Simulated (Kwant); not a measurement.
System: wire with a row of barriers in a GaN two-dimensional gas. Effective mass 0.22 mₑ, grid spacing 5 nm, hard walls, nominal width 150 nm (29 grid rows, so walls 150 nm apart), one parabolic valley, scattering region 500 nm long along x; energies count from the band bottom; Fermi energy swept from 6.0773e-05 to 0.00072167 eV. 2 barrier(s) across the wire, height 0.0036 eV, thickness 10 nm (about 2 grid columns), spaced by 40 nm.

Constants are typed, rounded textbook-type inputs, not results; the design itself was drawn at random and stands for no fabricated device.

Computed with Kwant: effective-mass tight-binding model on a square grid, one spin, coherent transport at 0 K. Conductance is in e²/h.

Sweep values stay those of the base run.

The barrier height was swept, all else fixed.

```csv
barrier height (eV),G (e²/h) at E = 0.5554 meV,mean G (e²/h) over the sweep,G (e²/h) at E = 0.3891 meV,G (e²/h) at E = 0.2229 meV
0.0018,0.77,0.43,0.24,0.014
0.0025,1.00,0.23,0.043,0.0032
0.0031,0.57,0.16,0.014,0.0012
0.0036,0.18,0.12,0.0060,0.00060
0.0043,0.043,0.091,0.0023,0.00025
0.0054,0.0083,0.058,0.00066,8.2e-5
0.0072,0.0012,0.026,0.00013,1.8e-5
```

From the first row to the last the G at E = 0.5554 meV goes from 0.77 to 0.0012. From the first row to the last the mean G over the sweep goes from 0.43 to 0.026.
